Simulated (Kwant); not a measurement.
System: quantum point contact (saddle potential) in a GaN two-dimensional gas. Effective mass 0.22 mₑ, grid spacing 2 nm, hard walls, nominal width 40 nm (19 grid rows, so walls 40 nm apart), one parabolic valley, scattering region 120 nm long along x; energies count from the band bottom; Fermi energy 0.0134 eV. Potential (V0 + ½k y²) cos²(πx/L) for |x| < L/2, with V0 swept from 0.01407 to 0 eV, k = 0.0002 eV/nm², L = 93 nm.

The device is made up for the run: typed textbook-type constants, with dimensions and the other settings drawn at random.

Kwant, effective-mass tight-binding model on a square grid, one spin, coherent transport at 0 K. Conductance is in e²/h.

Question: Compare with the saddle-point formula G = Σ 1/(1 + exp(−2π(E − V0 − ħωy(n + ½))/ħωx)), taking ħωy = ħ√(k/m) and ħωx from the curvature along x of V0 plus half of the mode's confinement energy.

Answer: ħωy = 8.32 meV; at V0 = 11.4 meV the lowest mode has ħωx = 3.27 meV.

```csv
V0 (meV),formula,simulation
13.3,0.00071,0.00062
11.4,0.015,0.015
9.58,0.33,0.35
7.75,0.97,0.97
5.91,1.00,1.00
4.08,1.00,1.00
```

The formula takes a parabolic saddle in the continuum; the run has the full potential on a grid.
